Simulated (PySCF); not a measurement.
PySCF 2.14.0, MP2 (frozen core)/def2-svp: CO[Si@@](N)([SiH3])CF, 17 atoms. The geometry is a generated start, not checked to be a minimum at this level.

```json
{
  "task": "mp2",
  "basis": "def2-svp",
  "two_electron_scheme": "exact four-centre integrals",
  "frozen_core": "true",
  "mf.init_guess": "minao (default)",
  "mf.DIIS": "CDIIS (default)",
  "mf.diis_space": "8 (default)",
  "mf.conv_tol": "1e-09 (default)",
  "basis functions (reference run)": "156"
}
```

On 4 threads, 1 BLAS thread. Build: conda-forge: OpenMP (GNU), OpenBLAS with its own threads, libcint, Libxc. Single runs; times are not shown.

Values of mol.max_memory tried: 8000 MB, 4000 MB, 2000 MB, 1000 MB, 500 MB, 300 MB, 200 MB.

Q: Which of these memory settings still run, and by which path?

A: It runs down to 200 MB, the lowest tried, with the same result. At 8000 MB: SCF integrals in memory, transformation in memory. From 500 MB down: direct SCF, transformation through a file.

```tsv
mol.max_memory	path	peak memory
8000 MB	SCF integrals in memory, transformation in memory	0.97 GiB
4000 MB	SCF integrals in memory, transformation in memory	0.97 GiB
2000 MB	SCF integrals in memory, transformation in memory	0.97 GiB
1000 MB	SCF integrals in memory, transformation in memory	0.97 GiB
500 MB	direct SCF, transformation through a file	0.71 GiB
300 MB	direct SCF, transformation through a file	0.72 GiB
200 MB	direct SCF, transformation through a file	0.71 GiB
```

Peak memory is the kernel's count for the largest process, libraries included and scratch files not. The peak passes the setting at 1000 MB, 500 MB, 300 MB, 200 MB: it is no hard cap. MP2's transformation through a file may take 2000 MB even at lower settings.
